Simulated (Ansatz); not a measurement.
## What pressure 4.5 GPa does to GaAs

Take GaAs in the zinc blende structure (space group F-43m, No. 216; a = 5.667 Å) as the base.

The change: a hydrostatic pressure of 4.5 GPa.

Computed with Ansatz (a quantum-chemistry and plane-wave program) r2SCAN, without spin-orbit coupling. k-mesh 10×10×10 (Γ-centred); smearing 0.05 eV (Fermi–Dirac).

| quantity | base | changed | shift |
|---|---|---|---|
| volume per atom | 22.75 Å³ | 21.53 Å³ | -1.213 Å³ |
| density | 5.28 g/cm³ | 5.58 g/cm³ | +0.30 g/cm³ |
| lattice parameter a | 566.7 pm | 556.4 pm | -10.3 pm |
| shortest interatomic distance | 245.4 pm | 240.9 pm | -4.44 pm |
| enthalpy H = E + PV relative to the base's energy | – | +0.62 eV/atom | – |
| band gap | 0.96 eV | 1.41 eV | +0.45 eV |
| gap character | direct at Γ | direct at Γ | – |
| mean gap deformation potential ΔEg/Δln V | – | -8.2 eV | – |
| width of the top valence band | 3.40 eV | 3.67 eV | +0.27 eV |
| electron mass | 0.051 mₑ (at Γ) | 0.070 mₑ (at Γ) | – |
| valley order (the lowest conduction-band minima on the path, energy above the VBM, named in the base's zone) | Γ 0.96 eV; L along ⟨111⟩ 1.35 eV; a point along ⟨100⟩, about 1.0 Å⁻¹ from Γ 1.72 eV | Γ 1.41 eV; L along ⟨111⟩ 1.53 eV; a point along ⟨100⟩, about 1.0 Å⁻¹ from Γ 1.63 eV | – |

Final structure:

```
GaAs
1.0
    0.00000     2.78205     2.78205
    2.78205     0.00000     2.78205
    2.78205     2.78205     0.00000
Ga As
1 1
Cartesian
  0.00000   0.00000   0.00000
  1.39102   1.39102   1.39102
```

Cost of the whole job for the changed cell (relaxation, final SCF and bands): around 28 core-seconds (rough).

Load acts through the strain it causes; cell and atoms are relaxed under it. Masses are band curvatures over ±0.01 Å⁻¹ around the edge. Stability against distortions was not tested. Tetrahedral semiconductors of this kind turn to denser phases somewhere between about 1 and 50 GPa; those were not computed, so compressed cells here can lie past the real transition.
